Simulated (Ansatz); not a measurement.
**Defect calculation: B on the Si site + Li interstitial in silicon**

Computed with PBE, PAW (plane waves to 420 eV; Ansatz, a quantum-chemistry and plane-wave program). Cell and caveats: 64-site cell; 2×2×2 shifted k-points; start: the Si site; void 2.37 Å away; energies good to tenths of an eV; relaxed from one start, so a lower configuration may exist.

Neighbours after relaxation, in Å: of the B atom: Si 2.10, Si 2.15, Si 2.15, Si 2.15, Li 2.22; of the Li atom: B 2.22, Si 2.46, Si 2.46, Si 2.46, Si 2.57, Si 2.57, Si 2.57.

```json
[
 {"charge": "0", "moment (μB)": "not spin-polarised", "point group": "C3v", "largest move off a lattice site (Å)": "0.28"}
]
```

Point groups are those of the whole cell at tolerances of 0.03 and 0.1 Å ("near" where only the looser one holds); none is given for unsettled states.
